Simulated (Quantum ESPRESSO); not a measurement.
Dielectric-response calculation of AlN (F-43m, 2 atoms in the cell) at several settings

```xyz
2
Lattice="-2.1672 0.0000 2.1672 0.0000 2.1672 2.1672 -2.1672 2.1672 0.0000" Properties=species:S:1:pos:R:3 pbc="T T T"
Al     0.0000     0.0000     0.0000
N     -3.2508     3.2508     3.2508
```

Base: Quantum ESPRESSO with PBE, SSSP 1.1.2 efficiency (PBE) pseudopotentials. Its settings: ecutwfc = 45 Ry; ecutrho = 360 Ry; occupations = smearing; smearing = gauss; degauss = 0.000734986 Ry; potentials = {Al: Al.pbe-n-kjpaw_psl.1.0.0.UPF, N: N.pbe-n-radius_5.UPF}; K_POINTS = automatic 11 11 11 0 0 0; conv_thr = 1e-10 Ry. Starting volume 10.18 Å³ per atom.

Each line gives the change from the base single point and the result:

- occupations: smearing → fixed; smearing: gauss → default; degauss: 0.000734986 Ry → default; nbnd: default → 6; ph.x.tr2_ph: default → 1e-14; ph.x.trans: default → false; ph.x.epsil: default → true; ph.x.zeu: default → true: pressure 10.35 GPa; ε∞ at this k-point mesh, which may be far from converged in small-gap cells (xx, yy, zz) 4.53, 4.53, 4.53; Born charges at this mesh (mean of the diagonal, e) Al 2.54, N -2.54.
- occupations: smearing → fixed; smearing: gauss → default; degauss: 0.000734986 Ry → default; K_POINTS: automatic 11 11 11 0 0 0 → automatic 17 17 17 0 0 0; nbnd: default → 6; ph.x.tr2_ph: default → 1e-14; ph.x.trans: default → false; ph.x.epsil: default → true; ph.x.zeu: default → true: pressure 10.35 GPa; ε∞ at this k-point mesh, which may be far from converged in small-gap cells (xx, yy, zz) 4.53, 4.53, 4.53; Born charges at this mesh (mean of the diagonal, e) Al 2.54, N -2.54.
- occupations: smearing → fixed; smearing: gauss → default; degauss: 0.000734986 Ry → default; K_POINTS: automatic 11 11 11 0 0 0 → automatic 9 9 9 0 0 0; nbnd: default → 6; ph.x.tr2_ph: default → 1e-14; ph.x.trans: default → false; ph.x.epsil: default → true; ph.x.zeu: default → true: pressure 10.35 GPa; ε∞ at this k-point mesh, which may be far from converged in small-gap cells (xx, yy, zz) 4.54, 4.54, 4.54; Born charges at this mesh (mean of the diagonal, e) Al 2.54, N -2.54.

The starting cell comes from a database of computed structures (which also holds hypothetical and non-ambient phases and stackings), without a prior relaxation at this level. Its lattice was rescaled by a random factor within 2.5 % of one. In the base run, with a pressure of about 10 GPa the cell is away from its equilibrium volume at this level.

Frequencies and response belong to this unrelaxed cell, and polar modes hold no LO-TO splitting.
